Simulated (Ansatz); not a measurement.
Ansatz (a first-principles code) run on MgTe (F-43m, 2 atoms in the cell): self-consistent single point.

Level of theory: LDA (PW92), default PAW files made with PBE (plane waves; Ansatz).

The change in words: lattice scaled by 0.98; kpoints.mp_grid.grid: 7 7 7 → 8 8 8. Reference geometry:
```xyz
2
Lattice="0.0000 3.2260 3.2260 3.2260 0.0000 3.2260 3.2260 3.2260 0.0000" Properties=species:S:1:pos:R:3 pbc="T T T"
Mg     0.0000     0.0000     0.0000
Te     1.6130     1.6130     1.6130
```

Reference input (self-consistent single point, DFT, LDA (PW92), plane waves, default PAW files made with PBE): basis.ecutwfc = 420 eV; kpoints.mp_grid.grid = 7 7 7; hamiltonian.xc = lda; hamiltonian.pseudopotentials = {kind: paw} (the program's default PAW files); scf.occupations.method = fermi_dirac; scf.occupations.width = 0.05 eV. This run's input differs from it in these lines:

Ansatz 0.2 input:
```diff
@@ -2,5 +2,5 @@
   lattice:
-    - [0.000000, 3.226050, 3.226050]
-    - [3.226050, 0.000000, 3.226050]
-    - [3.226050, 3.226050, 0.000000]
+    - [0.000000, 3.161529, 3.161529]
+    - [3.161529, 0.000000, 3.161529]
+    - [3.161529, 3.161529, 0.000000]
   atoms:
@@ -11,3 +11,3 @@
 kpoints:
-  mp_grid: { grid: [7, 7, 7] }
+  mp_grid: { grid: [8, 8, 8] }
 hamiltonian:
```

Output, abridged:

```
SCF iter   1: F=—  HF=-8730.491843 eV  |F-HF|=—  |Δ(HF+E_count)|=         —  Δρ=4.92e-3  dr2=5.63e-3  ethr=1.77e-3  ⟨swp⟩=6.0  Hψ=2738  notcnv=0
all-band conjugate gradients solve this SCF's bands
preconditioner: auto → none
SCF iter   2: F=—  HF=-8730.486616 eV  |F-HF|=—  |Δ(HF+E_count)|=   5.23e-3  Δρ=2.04e-3  dr2=1.04e-3  ethr=2.17e-5  ⟨swp⟩=2.0  Hψ=1207  notcnv=0
SCF iter   3: F=—  HF=-8730.486291 eV  |F-HF|=—  |Δ(HF+E_count)|=   3.25e-4  Δρ=2.83e-4  dr2=3.42e-5  ethr=3.98e-6  ⟨swp⟩=3.0  Hψ=870  notcnv=0
SCF iter   4: F=—  HF=-8730.486288 eV  |F-HF|=—  |Δ(HF+E_count)|=   3.12e-6  Δρ=9.42e-5  dr2=9.11e-6  ethr=1.31e-7  ⟨swp⟩=2.0  Hψ=841  notcnv=0
iter 5 did not close the SCF: its close was put off for the readings that it lacked (scf_convergence_deferred on its scf_iter line)
SCF iter   5: F=-8730.486283 eV  HF=-8730.486283 eV  |F-HF|=6.30e-8  |Δ(HF+E_count)|=   4.53e-6  Δρ=1.43e-5  dr2=6.76e-8  ethr=3.50e-8  ⟨swp⟩=2.0  Hψ=754  notcnv=0
SCF iter   6: F=-8730.486283 eV  HF=-8730.486283 eV  |F-HF|=1.91e-9  |Δ(HF+E_count)|=   4.49e-8  Δρ=2.26e-6  dr2=2.04e-9  ethr=2.60e-10  ⟨swp⟩=3.6  Hψ=2290  notcnv=0
SCF 1 converged in 6 iterations: F = -8730.486283 eV  dr2 = 2.04e-9
Free energy (F): -8730.486283 eV
Internal energy: -8730.486283 eV  (E = F + TS)
E sigma→0 (E₀):  -8730.486283 eV
Fermi energy:    5.989932 eV
--- Forces (eV/Å), atoms counted from 1 ---
  atom   1  Mg     0.00000000    -0.00000000     0.00000000
  atom   2  Te     0.00000000    -0.00000000    -0.00000000
--- Stress (GPa, compression-positive) ---
        0.871015       0.000000      -0.000000
        0.000000       0.871015       0.000000
       -0.000000       0.000000       0.871015
  P = ⅓ Tr σ = 0.8710 GPa (8.710 kbar)
  The stress holds the Pulay correction. Without it, at fixed plane waves, as pw.x and ABINIT print it: P = 0.8520 GPa
```

The run converged in 6 iterations. Against the reference run the free energy falls by 4.2 meV/atom, the pressure goes from -1.39 to 0.87 GPa and the gap on the mesh goes from 2.207 to 2.481 eV.

The starting cell has typed, rounded lattice constants, without a prior relaxation at this level. Its lattice was rescaled by up to half a per cent. For this run, on top of that: lattice scaled by 0.98. Spin-orbit coupling is off. Ansatz's pressure includes its estimate of the finite-basis (Pulay) stress.
